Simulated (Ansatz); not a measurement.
The slab is Si(111) 1x1 surface, 6 top atoms, 3 bilayers, bottom bilayer H-capped and fixed, every top atom capped by Cl; cell 11.5 x 6.6 Å; about 7 Å thick over the host's atoms, 18 atoms held. Method: PBE-D3(BJ) (plane waves to 420 eV, PAW; Ansatz, a program for electronic structure). k mesh 1 x 2 x 1. The slab states were run without spin polarisation. Slab thickness, cell and mesh are as stated and are not converged limits. No zero-point or entropy terms are included. Each state was relaxed from one prepared geometry.

One CF2 a cell is brought to Si(111):Cl. Relaxed result near the molecule:

| atom | x (Å) | y (Å) | z (Å) |
|---|---|---|---|
| C(b0) | 4.555 | 5.484 | 14.535 |
| F(b1) | 5.857 | 5.286 | 14.520 |
| F(b2) | 4.034 | 4.275 | 14.513 |

Task: What is the adsorption energy against the free CF2 and the slab before, and how much of it is dispersion?

Result: -0.12 eV (negative: bound); the D3 term gives -0.10 eV of it. Its closest contacts to the rest of the cell: C(b0)...Cl(30) 3.27 Å, F(b1)...Cl(31) 3.53 Å, F(b2)...Cl(31) 3.53 Å.
